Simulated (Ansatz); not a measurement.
Consider W in the bcc (W type) structure (space group Im-3m, No. 229; a = 3.169 Å; relaxed with 0.1 eV smearing). Axes: x, y, z lie along the cube axes.

Calculations: Kohn–Sham DFT with the r2SCAN functional, run in Ansatz (a quantum-chemistry and plane-wave program) with PAW and 500 eV plane waves, without spin-orbit coupling.

Modification: every lattice vector is stretched by 2.55 %, atoms relaxed at fixed cell.

Q: Predict the stress tensor and what it implies for the stiffness.

A: Stress of the strained cell less that of the base (GPa, compression positive):
```
  -20.6     0.0     0.0
    0.0   -20.6     0.0
    0.0     0.0   -20.6
```

Then B = −ΔP/(ΔV/V₀) with ΔV/V₀ = 0.0785 gives secant stiffness values (nonlinear terms included at this strain): B ≈ 263 GPa.

As a check, the harmonic strain energy −½ V₀ Δσ:ε is 78 meV/atom; the computed energy rise is 86 meV/atom.

Whether these cells are dynamically stable was not tested. The final runs are not spin-polarised.
